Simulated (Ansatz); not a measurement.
How far PBE-D3(BJ) and r2SCAN+rVV10 part for MoS2, pressure −1 GPa

Take MoS2 in the 3R-MoS2 type structure (space group R3m, No. 160; a = 3.1531 Å, c = 17.9913 Å (hexagonal axes); layered, stacked along the Cartesian z axis) as the base.

(Cell as relaxed with PBE-D3(BJ).)

Levels (all Ansatz, a first-principles code, PAW): PBE-D3(BJ) (420 eV, no spin-orbit coupling); r2SCAN+rVV10 (500 eV, without spin-orbit coupling).

Each level relaxes its own structure.

| base | PBE-D3(BJ) | r2SCAN+rVV10 |
|---|---|---|
| volume per atom | 17.21 Å³ | 18.03 Å³ |
| lattice parameter a | 3.153 Å | 3.175 Å |
| band gap | 0.77 eV | 1.02 eV |

The change: hydrostatic tension (pressure −1 GPa).

```tsv
quantity	PBE-D3(BJ)	r2SCAN+rVV10
smallest direct gap	1.74 eV	1.77 eV
band gap	0.87 eV	1.10 eV
volume per atom	17.65 Å³	18.64 Å³
```

PBE-D3(BJ)'s smallest direct gap lies 0.03 eV below r2SCAN+rVV10's; PBE-D3(BJ)'s band gap lies 0.222 eV below r2SCAN+rVV10's; PBE-D3(BJ)'s volume per atom lies 0.99 Å³ below r2SCAN+rVV10's (5.3 %). Neither level is exact; r2SCAN+rVV10 is the comparison here, not a measurement.

Load acts through the strain it causes; cell and atoms are relaxed under it. Stability against distortions was not tested.
